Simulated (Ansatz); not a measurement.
# MoSi2: response to strain

Consider MoSi2 (space group I4/mmm, No. 139; relaxed with 0.1 eV smearing).

```
MoSi2
1.0
   -1.59504     1.59504     3.91100
    1.59504    -1.59504     3.91100
    1.59504     1.59504    -3.91100
Si Mo
2 1
Direct
  0.66495   0.66495   0.00000
  0.33505   0.33505   0.00000
  0.00000   0.00000   0.00000
```

Cartesian axes are those of the cell as printed.

Strains are applied to the cell and any free atomic positions relax.

All numbers come from Kohn–Sham DFT with the PBEsol functional, run in Ansatz (a program for electronic structure) with PAW and 420 eV plane waves, no SOC.

Notes on the quantities. energy relative to the base: free energy F; pressure: mean of the normal stresses, compression positive.

```tsv
change	energy relative to the base	pressure	shortest interatomic distance
base	0 meV/atom	0.0 GPa	2.580 Å
uniaxial strain ε_zz = −2.50 %	+14 meV/atom	6.6 GPa	2.523 Å
uniaxial strain ε_zz = −2.00 %	+9.1 meV/atom	5.2 GPa	2.535 Å
uniaxial strain ε_zz = −1.50 %	+5.1 meV/atom	3.8 GPa	2.546 Å
uniaxial strain ε_zz = −1.00 %	+2.2 meV/atom	2.5 GPa	2.558 Å
uniaxial strain ε_zz = +1.00 %	+2.1 meV/atom	-2.3 GPa	2.602 Å
uniaxial strain ε_zz = +1.50 %	+4.6 meV/atom	-3.3 GPa	2.607 Å
uniaxial strain ε_zz = +2.00 %	+8.1 meV/atom	-4.4 GPa	2.609 Å
uniaxial strain ε_zz = +2.50 %	+12 meV/atom	-5.3 GPa	2.612 Å
uniaxial strain ε_zz = +3.00 %	(withheld)	(withheld)	(withheld)
```

### Question
Fill in the withheld entries from the trend.

### Answer

- uniaxial strain ε_zz = +3.00 %, energy relative to the base: +18 meV/atom
- uniaxial strain ε_zz = +3.00 %, pressure: -6.3 GPa
- uniaxial strain ε_zz = +3.00 %, shortest interatomic distance: 2.614 Å

Stability against distortions was not tested. The final runs are not spin-polarised.
